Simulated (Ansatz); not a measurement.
Cost and result by functional for the adsorption energy of NH3 on the 1x1 (110) surface of 3C silicon carbide (cut with top plane C + Si), one in a 2x2 cell, started at the site 'over C at depth 1.5 Å', in Ansatz (plane waves, PAW). Single points on the PBE structure, on one kind of machine; costs are rough ratios of the slab run's core time (references not counted) to the cheapest single point. r2SCAN's cost holds its higher cutoff (500 against 420 eV). Differences are taken against HSE06 for comparison alone: no measured value is at hand, so the table doesn't rank accuracy. HSE06 ran on a coarser k-mesh, which lowers its cost and may carry part of its shift.

Host crystal: 3C silicon carbide, with a band gap (PBE, scalar-relativistic without spin-orbit coupling).

Model: 52-atom slab, 7.7 Å thick at the start under the adsorbate (thin: gaps and levels are the slab's own), 3x3x1 mesh, Fermi-Dirac 0.01 eV, dipole correction, 24 atoms held, the rest relaxed; no symmetry held; no spin, no spin-orbit, no U, no dispersion correction. At the end it is bonded to Si. In PBE it is, or lies within 0.03 eV of, the lowest of the starts that converged. These notes are the PBE run's. Adsorption energies are against NH3(g). A negative adsorption energy means that the adsorbate is more stable on the surface than in its reference.

| functional | relative cost | adsorption energy (eV) | less HSE06 (eV) |
|---|---|---|---|
| RPBE | 1 | -1.57 | 0.46 |
| r2SCAN | 2 | -2.11 | -0.08 |
| HSE06 | 20 | -2.03 | 0.00 |
| PBE (the relaxed run's value) | – | -1.90 | 0.13 |

The values span 0.53 eV, while the single points' costs differ by a factor of roughly 20. Differences are of unrounded values.

Ansatz is an electronic-structure program.
